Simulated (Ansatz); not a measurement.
## A computed series for BaTiO3: pressure series

The reference is BaTiO₃ in the cubic perovskite structure (space group Pm-3m, No. 221; a = 4.019 Å).

Cell and atoms are relaxed at each pressure.

The values are results of Ansatz (a first-principles code), PBE, PAW, cutoff 420 eV, scalar-relativistic without spin-orbit coupling, not measurements.

Notes on the quantities. enthalpy: H = E + PV relative to the base's energy.

```tsv
variant	band gap	smallest direct gap	lattice parameter a	enthalpy
base	1.78 eV	1.90 eV	4.019 Å	–
pressure −2 GPa	1.76 eV	1.89 eV	4.036 Å	-0.16 eV/atom
pressure −1 GPa	1.77 eV	1.90 eV	4.028 Å	-0.08 eV/atom
pressure 0.3 GPa	1.79 eV	1.91 eV	4.017 Å	+0.02 eV/atom
pressure 0.7 GPa	1.79 eV	1.91 eV	4.014 Å	+0.06 eV/atom
pressure 1.5 GPa	1.80 eV	1.91 eV	4.007 Å	+0.12 eV/atom
pressure 3 GPa	1.82 eV	1.92 eV	3.996 Å	+0.24 eV/atom
pressure 5 GPa	1.85 eV	1.93 eV	3.981 Å	+0.40 eV/atom
pressure 7.5 GPa	1.87 eV	1.95 eV	3.964 Å	+0.59 eV/atom
pressure 10 GPa	1.90 eV	1.96 eV	3.947 Å	+0.79 eV/atom
```

Load acts through the strain it causes; cell and atoms are relaxed under it. Stability against distortions was not tested. No other phases were tried under pressure. The final runs are not spin-polarised. Many cubic perovskites are stable only at high temperature; tilts and polar distortions were not tested. This is not the structure that BaTiO3 has at room temperature and ambient pressure.
